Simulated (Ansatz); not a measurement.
TmPt3 (Pm-3m, No. 221) was calculated with r²SCAN+rVV10 in Ansatz (plane waves, PAW).

Numerical settings: plane-wave cutoff 560 eV, 14×14×14 k mesh, Fermi–Dirac smearing 0.05 eV, spin-polarised with parallel moments, scalar-relativistic PAW data made under PBE.

Computed at the level's own relaxed cell.

**Question.** Give the computed lattice constant a.

**Answer.** 
- lattice constant a: 4.049 Å

Note: the magnetic order was assumed, not searched for or taken from measurement; the 4f shell is treated without U or exact exchange, so its levels and filling can be wrong.

Spin–orbit coupling is not included.

The computed numbers hold no vibrational or temperature effects.

Ansatz is an electronic-structure program.
